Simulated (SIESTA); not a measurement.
Input and output of a self-consistent single point for TaAs (I4_1md, 4 atoms in the cell) (SIESTA)

Level of theory: SIESTA with GGA PBE, numerical atomic orbitals DZP, PseudoDojo PBE standard norm-conserving potentials (rewritten from UPF to PSML).

Input as run:

```
# files in the folder: Ta.psml As.psml (PseudoDojo PBE standard)
SystemName  TaAs
SystemLabel siesta

NumberOfAtoms                4
NumberOfSpecies              2
%block ChemicalSpeciesLabel
  1 73 Ta
  2 33 As
%endblock ChemicalSpeciesLabel
LatticeConstant              1.0 Ang
%block LatticeVectors
    -1.713206000    1.713206000    5.838600000
     1.713206000   -1.713206000    5.838600000
     1.713206000    1.713206000   -5.838600000
%endblock LatticeVectors
AtomicCoordinatesFormat      Fractional
%block AtomicCoordinatesAndAtomicSpecies
     0.499970000    0.999970000    0.500000000  1
     0.749970000    0.749970000    0.000000000  1
     0.082630000    0.582630000    0.500000000  2
     0.332630000    0.332630000    0.000000000  2
%endblock AtomicCoordinatesAndAtomicSpecies

XC.functional                GGA
XC.authors                   PBE
PAO.BasisSize                DZP
PAO.EnergyShift              0.01 Ry
MeshCutoff                   300 Ry
%block kgrid.MonkhorstPack
    6   0   0  0.0
    0   6   0  0.0
    0   0   6  0.0
%endblock kgrid.MonkhorstPack
OccupationFunction           FD
ElectronicTemperature        1160.45 K

MaxSCFIterations             150
SCF.Mixer.Method             Pulay
SCF.Mixer.Weight             0.25
SCF.Mixer.History            8
SCF.DM.Tolerance             1.0E-04
Diag.ParallelOverK           true
WriteForces                  true
Charge.Mulliken              end
```

Log, with long lists cut:

```
reinit: Reading from file input.fdf

reinit: System Name: TaAs
reinit: System Label: siesta

coor:   Atomic-coordinates input format  =     Fractional

siesta: Atomic coordinates (Bohr) and species
siesta:      3.23749  -0.00000  11.03269  1        1
siesta:      0.00000   0.00000  16.54937  1        2
siesta:      3.23749   0.00000   1.82337  2        3
siesta:      0.00000   0.00000   7.34005  2        4

siesta: System type = bulk

initatomlists: Number of atoms, orbitals, and projectors:      4    74   100

siesta: ******************** Simulation parameters ****************************
redata: Spin configuration                          = none
redata: Time-Reversal Symmetry                      = T
redata: Number of Atomic Species                    =        2
redata: Mesh Cutoff                                 =   300.0000 Ry
redata: Net charge of the system                    =     0.0000 |e|
redata: Min. number of SCF Iter                     =        0
redata: Max. number of SCF Iter                     =      150
redata: SCF convergence failure will abort job
redata: SCF mix quantity                            = Hamiltonian
redata: Mix DM or H after convergence               =   F
redata: Recompute H after scf cycle                 =   F
redata: Mix DM in first SCF step                    =   T
redata: No kicks to SCF
redata: DM Mixing Weight for Kicks                  =     0.5000
redata: Require Harris convergence for SCF          =   F
redata: Harris energy tolerance for SCF             =     0.000100 eV
redata: Require DM convergence for SCF              =   T
redata: DM tolerance for SCF                        =     0.000100
redata: Require EDM convergence for SCF             =   F
redata: EDM tolerance for SCF                       =     0.001000 eV
redata: Require H convergence for SCF               =   T
redata: Hamiltonian tolerance for SCF               =     0.001000 eV
   [... lines left out ...]
diag: Parallel distribution                         =     1 x     1
diag: Used triangular part                          = Lower
diag: Absolute tolerance                            =  0.100E-15
diag: Orthogonalization factor                      =  0.100E-05
diag: Memory factor                                 =  1.0000

superc: Internal auxiliary supercell:     5 x     5 x     7  =     175
superc: Number of atoms, orbitals, and projectors:    700  12950  17500

                        Single-point calculation

superc: Internal auxiliary supercell:     5 x     5 x     7  =     175
superc: Number of atoms, orbitals, and projectors:    700  12950  17500

outcell: Unit cell vectors (Ang):
       -1.713206    1.713206    5.838600
        1.713206   -1.713206    5.838600
        1.713206    1.713206   -5.838600

outcell: Cell vector modules (Ang)   :    6.321345    6.321345    6.321345
outcell: Cell angles (23,13,12) (deg):    148.5501    148.5501     45.0739
outcell: Cell volume (Ang**3)        :     68.5469
new_DM -- step:     1
Initializing Density Matrix...

Attempting to read DM from file... Failed...
DM filled with atomic data:

InitMesh: MESH = 60 x 60 x 50 = 180000
InitMesh: Mesh cutoff (required, used) =   300.000   338.950 Ry

stepf: Fermi-Dirac step function
        iscf     Eharris(eV)        E_KS(eV)     FreeEng(eV)     dDmax    Ef(eV) dHmax(eV)
   scf:    1    -9297.065556    -9309.436167    -9309.455952  1.511151 -1.826842  8.721885
   scf:    2    -9315.133129    -9312.745130    -9312.768409  0.133085 -2.451969  3.838871
   scf:    3    -9313.601180    -9313.353747    -9313.381524  0.092352 -2.894041  1.285795
   scf:    4    -9313.398079    -9313.390683    -9313.416898  0.031134 -2.944293  0.379362
   scf:    5    -9313.375637    -9313.393908    -9313.421692  0.018702 -3.028296  0.280202
   scf:    6    -9313.404157    -9313.400750    -9313.427880  0.006516 -2.994362  0.022491
   scf:    7    -9313.400915    -9313.400853    -9313.427909  0.000648 -2.990194  0.009493
   scf:    8    -9313.400839    -9313.400846    -9313.427914  0.000192 -2.991050  0.003362
   scf:    9    -9313.400833    -9313.400840    -9313.427914  0.000106 -2.991443  0.000498
   scf:   10    -9313.400838    -9313.400839    -9313.427914  0.000019 -2.991510  0.000070
SCF Convergence by DM+H criterion
max |DM_out - DM_in|         :     0.0000191811
max |H_out - H_in|      (eV) :     0.0000701356
SCF cycle converged after 10 iterations

Using DM_out to compute the final energy and forces

siesta: E_KS(eV) =            -9313.4008

siesta: E_KS - E_eggbox =     -9313.4008

siesta: Atomic forces (eV/Ang):
     1   -0.000201   -0.001587    0.102292
     2   -0.001587   -0.000201    0.102293
     3    0.001436   -0.000243   -0.101345
     4   -0.000243    0.001436   -0.101354
   Tot   -0.000596   -0.000596    0.001886
   Max    0.102293
   Res    0.058793    sqrt( Sum f_i^2 / 3N )
   Max    0.102293    constrained

Stress tensor Voigt[x,y,z,yz,xz,xy] (kbar):      -86.78      -86.78      -76.90        2.45        2.45       -0.09
(Free)E + p*V (eV/cell)    -9309.8561
Target enthalpy (eV/cell)    -9313.4279

siesta: Program's energy decomposition (eV):
siesta: Ebs     =     -1680.113160
siesta: Eions   =     10693.713011
siesta: Ena     =       916.523044
siesta: Ekin    =      5093.127623
siesta: Enl     =     -2595.914253
siesta: Eso     =         0.000000
siesta: Edftu   =         0.000000
siesta: DEna    =        68.018927
siesta: DUscf   =         2.240842
siesta: DUext   =         0.000000
siesta: Ex      =     -1980.577390
siesta: Ec      =      -123.106620
siesta: Exc     =     -2103.684010
siesta: Eharris =     -9313.400838
siesta: Etot    =     -9313.400839
siesta: FreeEng =     -9313.427914

siesta: Atomic forces (eV/Ang):
siesta:      1   -0.000201   -0.001587    0.102292
siesta:      2   -0.001587   -0.000201    0.102293
siesta:      3    0.001436   -0.000243   -0.101345
siesta:      4   -0.000243    0.001436   -0.101354
siesta: ----------------------------------------
siesta:    Tot   -0.000596   -0.000596    0.001886

siesta: Stress tensor (static) (eV/Ang**3):
siesta:    -0.054161   -0.000058    0.001530
siesta:    -0.000058   -0.054161    0.001530
siesta:     0.001530    0.001530   -0.048000

siesta: Cell volume =         68.546911 Ang**3

siesta: Pressure (static):
siesta:                Solid            Molecule  Units
   [... lines left out ...]
siesta:          83.48511531         75.73267216  kBar
   [... lines left out ...]
Species: Ta
Atom  Qatom  Qorb
               5s      6s      6s      5py     5pz     5px     6py     6pz
               6px     5dxy    5dyz    5dz2    5dxz    5dx2-y2 5dxy    5dyz
               5dz2    5dxz    5dx2-y2
   1 12.136   1.849   0.308   0.002   1.913   1.914   1.890   0.264   0.218
              0.213   0.662   0.684   0.754   0.711   0.703   0.050   0.038

             -0.004  -0.013  -0.020
   2 12.136   1.849   0.308   0.002   1.890   1.914   1.913   0.213   0.218
              0.264   0.662   0.711   0.754   0.684   0.703   0.050  -0.013

             -0.004   0.038  -0.020

Species: As
Atom  Qatom  Qorb
               4s      4s      4py     4pz     4px     4py     4pz     4px
               3dxy    3dyz    3dz2    3dxz    3dx2-y2 4dxy    4dyz    4dz2
               4dxz    4dx2-y2
   3 15.864   1.461   0.116   0.991   1.080   1.086   0.198   0.080   0.110
              2.006   2.006   2.008   2.008   2.011   0.186   0.169   0.112

              0.125   0.111
   4 15.864   1.461   0.116   1.086   1.080   0.991   0.110   0.080   0.198
              2.006   2.008   2.008   2.006   2.011   0.186   0.125   0.112

              0.169   0.111

mulliken: Qtot =       56.000

Mulliken Atomic Populations:
Atom #   charge [q] valence [e]  Species
     1     0.863844   12.136156  Ta
     2     0.863846   12.136154  Ta
     3    -0.863845   15.863845  As
     4    -0.863845   15.863845  As
 Total     0.000000
```

The run converged in 10 iterations.

The starting cell comes from a database of computed structures (which also holds hypothetical and non-ambient phases and stackings), without a prior relaxation at this level. Its lattice was rescaled by up to half a per cent. Spin polarisation is off. Values carry the incompleteness of an atom-centred basis. With a pressure of about 8 GPa the cell is away from its equilibrium volume at this level.

Cost on one core of a shared machine: roughly 90 s.
